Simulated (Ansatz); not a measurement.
# MgTe: response to strain

Start from MgTe in the zinc blende structure (space group F-43m, No. 216).

```yaml
crystal:
  lattice:
    - [0.00000, 3.18405, 3.18405]
    - [3.18405, 0.00000, 3.18405]
    - [3.18405, 3.18405, 0.00000]
  atoms:
    - { symbol: Mg, position: [0.00000, 0.00000, 0.00000] }
    - { symbol: Te, position: [0.25000, 0.25000, 0.25000] }
```

Strains are applied to the cell and any free atomic positions relax.

Level of theory: LDA/PAW in Ansatz (a quantum-chemistry and plane-wave program), no spin-orbit coupling.

Notes on the quantities. energy relative to the base: free energy F.

```json
[
 {"isotropic strain (%)": "-3", "energy relative to the base (meV/atom)": "35.0"},
 {"isotropic strain (%)": "-2.5", "energy relative to the base (meV/atom)": "23.9"},
 {"isotropic strain (%)": "-2", "energy relative to the base (meV/atom)": "15.1"},
 {"isotropic strain (%)": "-1.5", "energy relative to the base (meV/atom)": "8.4"},
 {"isotropic strain (%)": "-1", "energy relative to the base (meV/atom)": "?"},
 {"isotropic strain (%)": "-0.5", "energy relative to the base (meV/atom)": "0.9"},
 {"isotropic strain (%)": "0", "energy relative to the base (meV/atom)": "0.0"},
 {"isotropic strain (%)": "2.5", "energy relative to the base (meV/atom)": "20.2"},
 {"isotropic strain (%)": "3", "energy relative to the base (meV/atom)": "28.7"}
]
```

Q: Fit ΔE = Aε² + Bε³ (ε in %) to the rows shown and predict the withheld row.

A: Least squares on the printed values gives A = 3.54 and B = -0.12 meV/atom (largest residual 0.1 meV/atom); this predicts 3.7 meV/atom, and the run gives 3.7 meV/atom, in agreement.

Whether these cells are dynamically stable was not tested.
